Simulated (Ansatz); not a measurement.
Base system: B (space group I4_132, No. 214; a = 4.6330 Å; a hypothetical phase, not in the database extracts checked). Axes: x, y, z lie along the cube axes.

Levels (all Ansatz, a first-principles code, PAW): PBEsol (420 eV, no spin-orbit coupling); r2SCAN (500 eV, no spin-orbit coupling).

Its gap is 1.41 eV with PBEsol and 1.76 eV with r2SCAN.

Modification: biaxial strain +1.56 %, plane normal [110], relaxed out of plane (Cartesian); in-plane vectors clamped, the third vector and the atoms free.

With PBEsol the gap becomes 1.31 eV.

Question: If the r2SCAN correction stayed the same, what would the r2SCAN gap be, and what does the r2SCAN run give?

Answer: A rigid correction of +0.35 eV gives 1.66 eV. The r2SCAN run gives 1.67 eV, so the two effects roughly add.

Single points use the geometry relaxed with PBEsol. Stability against distortions was not tested.
